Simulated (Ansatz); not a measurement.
The starting structures come from a database of crystals and need not be the phases stable at ambient conditions.

 Where the default PAW files enter, the runs use the earlier of Ansatz's two default sets.

The decay constant κ of evanescent states in the gap governs leakage through a thin film.

Consider the following.

```yaml
crystal:
  lattice:
    - [6.60810, 0.00000, 0.00000]
    - [0.00000, 9.34527, 0.00000]
    - [3.30405, 4.67263, 3.30405]
  atoms:
    - { symbol: Cs, position: [0.50000, 0.25000, 0.00000] }
    - { symbol: Cs, position: [0.50000, 0.75000, 0.00000] }
    - { symbol: Na, position: [0.00000, 0.50000, 0.00000] }
    - { symbol: Bi, position: [0.00000, 0.00000, 0.00000] }
    - { symbol: F, position: [0.00000, 0.75547, 0.00000] }
    - { symbol: F, position: [0.00000, 0.24453, 0.00000] }
    - { symbol: F, position: [0.00000, 0.75547, 0.48906] }
    - { symbol: F, position: [0.00000, 0.24453, 0.51094] }
    - { symbol: F, position: [0.51094, 0.75547, 0.48906] }
    - { symbol: F, position: [0.48906, 0.24453, 0.51094] }
```

Space group of this cell: Fm-3m. The cell is taken as given; by PBEsol its mean pressure is -2.1 GPa.

Transport runs along the normal of the first two printed cell vectors, the (110) plane of the conventional cell.

The gap is the functional's own, uncorrected, and κ follows it; spin-orbit coupling is left out. Mid-gap values are interpolated between the computed energies.

**Question.** Compute, with PBEsol (Ansatz, a first-principles code), the band gap and the smallest decay constant κ at mid-gap.

**Answer.** Gap 4.94 eV on a 10×10×10 mesh; κ = 0.508 1/Å, at (0.500, 0.500) of the in-plane reciprocal vectors. At the zone centre, at the nearest computed energy, the slowest state has κ = 0.53 1/Å.
